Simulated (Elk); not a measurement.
## Worked example: self-consistent single point of NbVCr (Imma, 6 atoms in the cell) in Elk

Level of theory: PBEsol, all-electron FP-LAPW, Elk's shipped species files, APW+lo basis with extra local orbitals (Elk).

Input as run:

```
tasks
  0

xctype
  22

tforce
  .true.

rgkmax
  7.5

gmaxvr
  18.0

lmaxapw
  10

lmaxo
  8

nxlo
  2

lorbcnd
  .true.

lradstp
  2

nrmtscf
  2.0

rmtscf
  0.91

lmaxi
  4

stype
  3

swidth
  0.00367493

avec
   -4.6532899552    4.7626106115    6.6280348581
    4.6532899552   -4.7626106115    6.6280348581
    4.6532899552    4.7626106115   -6.6280348581

sppath
  './'

atoms
  3   : nspecies
  'Nb.in'   : spfname
  2   : natoms; atposl, bfcmt below
  0.1262600000  0.3762600000  0.7500000000    0.0 0.0 0.0
  0.8737400000  0.6237400000  0.2500000000    0.0 0.0 0.0
  'V.in'   : spfname
  2   : natoms; atposl, bfcmt below
  0.5000000000  0.0000000000  0.5000000000    0.0 0.0 0.0
  0.0000000000  0.0000000000  0.0000000000    0.0 0.0 0.0
  'Cr.in'   : spfname
  2   : natoms; atposl, bfcmt below
  0.5000000000  0.0000000000  0.0000000000    0.0 0.0 0.0
  0.5000000000  0.5000000000  0.5000000000    0.0 0.0 0.0

ngridk
  5 5 5
```

The program printed (abridged):

```
│ Elk code version 10.2.4 │

All units are atomic (Hartree, Bohr, etc.)

│ Ground-state run starting from atomic densities │

Lattice vectors :
  -4.653289955       4.762610612       6.628034858
   4.653289955      -4.762610612       6.628034858
   4.653289955       4.762610612      -6.628034858

Unit cell volume      :    587.5569469
Brillouin zone volume :   0.4221722077

Muffin-tin inner radius fraction :   0.1000000000E-01

Nuclei treated as point charges

Species :    1 (Nb)
 parameters loaded from : Nb.in
 name : niobium
 nuclear charge    :   -41.00000000
 electronic charge :    41.00000000
 atomic mass :    169357.9703
 muffin-tin radius :    2.366000000
 number of radial points in muffin-tin :   1199
 atomic positions (lattice), magnetic fields (Cartesian) :
   1 :   0.12626000  0.37626000  0.25000000    0.00000000  0.00000000  0.00000000
   2 :  -0.12626000 -0.37626000 -0.25000000    0.00000000  0.00000000  0.00000000

Species :    2 (V)
 parameters loaded from : V.in
 name : vanadium
 nuclear charge    :   -23.00000000
 electronic charge :    23.00000000
 atomic mass :    92860.67375
 muffin-tin radius :    2.184000000
 number of radial points in muffin-tin :    999
 atomic positions (lattice), magnetic fields (Cartesian) :
   1 :   0.50000000  0.00000000  0.00000000    0.00000000  0.00000000  0.00000000
   2 :   0.00000000  0.00000000  0.50000000    0.00000000  0.00000000  0.00000000

Species :    3 (Cr)
 parameters loaded from : Cr.in
 name : chromium
 nuclear charge    :   -24.00000000
 electronic charge :    24.00000000
 atomic mass :    94783.09194
 muffin-tin radius :    2.184000000
 number of radial points in muffin-tin :    999
 atomic positions (lattice), magnetic fields (Cartesian) :
   1 :   0.50000000  0.00000000  0.50000000    0.00000000  0.00000000  0.00000000
   2 :   0.50000000  0.50000000  0.00000000    0.00000000  0.00000000  0.00000000

Total number of atoms per unit cell :    6

   [... lines left out ...]
Maximum |G| for potential and density :    18.00000000
 potential will be trimmed for |G| > 2 gkmax
Constant for pseudocharge density :   11
Radial integration step length :    2

G-vector grid sizes :     54    54    54
Number of G-vectors :    57837

Maximum angular momentum used for
 APW functions                      :   10
 outer part of muffin-tin           :    8
 inner part of muffin-tin           :    4

Total nuclear charge    :   -176.0000000
Total core charge       :    96.00000000
Total valence charge    :    80.00000000
Total excess charge     :    0.000000000
Total electronic charge :    176.0000000

Effective Wigner radius, rₛ :   0.9271490610

Number of empty states         :   24
Total number of valence states :   64
Total number of core states    :   96

Conduction state local-orbitals added automatically
Total number of local-orbitals :  680

Exchange-correlation functional :     22     0     0
 PBEsol, Phys. Rev. Lett. 100, 136406 (2008)
 gradient requirement :    1
 generalised gradient approximation (GGA)

Smearing type :    3
 Fermi-Dirac
Smearing width :   0.3674930000E-02
Effective electronic temperature (K) :    1160.451112

Mixing type :    3
 Broyden mixing, J. Phys. A: Math. Gen. 17, L317 (1984)

Kohn-Sham potential initialised from atomic data
│ Self-consistent loop started │
│ Loop number : 1 │
 total energy                :     -11612.8701533
│ Loop number : 2 │
 total energy                :     -11612.4022475
RMS change in Kohn-Sham potential (target) :   0.5620668996     (  0.1000000000E-05)
Absolute change in total energy (target)   :   0.4679057724     (  0.1000000000E-03)
│ Loop number : 3 │
 total energy                :     -11620.4618610
RMS change in Kohn-Sham potential (target) :   0.4884358488     (  0.1000000000E-05)
Absolute change in total energy (target)   :    7.942636987     (  0.1000000000E-03)
│ Loop number : 4 │
 total energy                :     -11625.1645306
RMS change in Kohn-Sham potential (target) :   0.3585225212     (  0.1000000000E-05)
Absolute change in total energy (target)   :    6.688328878     (  0.1000000000E-03)
│ Loop number : 5 │
 total energy                :     -11631.2167719
RMS change in Kohn-Sham potential (target) :   0.2344428989     (  0.1000000000E-05)
Absolute change in total energy (target)   :    7.724323492     (  0.1000000000E-03)
   [... lines left out ...]
Absolute change in total energy (target)   :   0.1057418240E-02 (  0.1000000000E-03)
│ Loop number : 17 │
 total energy                :     -11633.1742306
RMS change in Kohn-Sham potential (target) :   0.3478933347E-05 (  0.1000000000E-05)
Absolute change in total energy (target)   :   0.3153585112E-03 (  0.1000000000E-03)
│ Loop number : 18 │
 total energy                :     -11633.1742714
RMS change in Kohn-Sham potential (target) :   0.3360061805E-05 (  0.1000000000E-05)
Absolute change in total energy (target)   :   0.1196132507E-03 (  0.1000000000E-03)
│ Loop number : 19 │
 total energy                :     -11633.1741976
RMS change in Kohn-Sham potential (target) :   0.1441972226E-05 (  0.1000000000E-05)
Absolute change in total energy (target)   :   0.4382430416E-04 (  0.1000000000E-03)
│ Loop number : 20 │
 total energy                :     -11633.1742330
RMS change in Kohn-Sham potential (target) :   0.4894288736E-06 (  0.1000000000E-05)
Absolute change in total energy (target)   :   0.2441118340E-04 (  0.1000000000E-03)
Convergence targets achieved

│ Loop number : 21 │

Energies :
 Fermi                       :     0.419788884938
 sum of eigenvalues          :     -6842.29311115
 electron kinetic            :      11942.7887117
 core electron kinetic       :      11411.2983701
 Coulomb                     :     -23157.7848724
 Coulomb potential           :     -18236.7525984
 nuclear-nuclear             :     -1386.13109534
 electron-nuclear            :     -25306.5549558
 Hartree                     :      3534.90117873
 Madelung                    :     -14039.4085733
 xc potential                :     -548.329224514
 exchange                    :     -408.535150050
 correlation                 :     -9.63853058721
 electron entropic           :    -0.438747151092E-02
 total energy                :     -11633.1742288

Density of states at Fermi energy :    91.01168278
 (states/Hartree/unit cell)

Estimated indirect band gap :   0.1190027602E-02
 from k-point      7 to k-point     15
Estimated direct band gap   :   0.8535626145E-02
 at k-point     16

Charges :
 core                        :    96.00000000
 valence                     :    80.00000000
 interstitial                :    11.86113733
 muffin-tins (core leakage)
  species :    1 (Nb)
   atom    1                 :    38.47319259     (  0.5451460535E-05)
   atom    2                 :    38.47319259     (  0.5451460535E-05)
  species :    2 (V)
   atom    1                 :    21.21879249     (  0.1465567223E-08)
   atom    2                 :    21.21879249     (  0.1465567223E-08)
  species :    3 (Cr)
   atom    1                 :    22.37744625     (  0.2783302477E-09)
   atom    2                 :    22.37744625     (  0.2783302477E-09)
 total in muffin-tins        :    164.1388627
 total calculated charge     :    175.9998444
 total charge                :    176.0000000
 error                       :   0.1556145386E-03

│ Self-consistent loop stopped │

Forces :
 species :    1 (Nb)
  atom :    1
   Hellmann-Feynman          :    -0.00000000   -0.00000000   -0.01632153
   IBS                       :     0.00000000    0.00000000    0.01655921
   [... lines left out ...]
   Hellmann-Feynman          :     0.00000000    0.00000000    0.01632153
   IBS                       :    -0.00000000    0.00000000   -0.01655921
   total force               :     0.00000000    0.00000000   -0.00023769
   total magnitude           :     0.00023769
 species :    2 (V)
  atom :    1
   Hellmann-Feynman          :     0.00000000    0.00000000    0.00000000
   IBS                       :    -0.00000000    0.00000000    0.00000000
   total force               :    -0.00000000    0.00000000    0.00000000
   total magnitude           :     0.00000000
  atom :    2
   Hellmann-Feynman          :     0.00000000    0.00000000    0.00000000
   IBS                       :    -0.00000000    0.00000000    0.00000000
   total force               :    -0.00000000    0.00000000    0.00000000
   total magnitude           :     0.00000000
 species :    3 (Cr)
  atom :    1
   Hellmann-Feynman          :     0.00000000    0.00000000    0.00000000
   IBS                       :    -0.00000000    0.00000000    0.00000000
   total force               :     0.00000000    0.00000000    0.00000000
   total magnitude           :     0.00000000
  atom :    2
   Hellmann-Feynman          :    -0.00000000   -0.00000000    0.00000000
   IBS                       :     0.00000000    0.00000000   -0.00000000
   total force               :    -0.00000000    0.00000000   -0.00000000
   total magnitude           :     0.00000000
```

The run converged in 21 iterations. The count includes the last loop, which Elk runs after its targets are met.

The starting cell comes from a database of computed structures (which also holds hypothetical and non-ambient phases and stackings), without a prior relaxation at this level. Spin polarisation is off. Values depend on the basis (sphere radii, cutoffs, local orbitals), which need not be converged. The log's line on a gap gives a spacing of levels on this mesh, which the program prints for metals too.

Cost on one core of a shared machine: roughly 4 min.
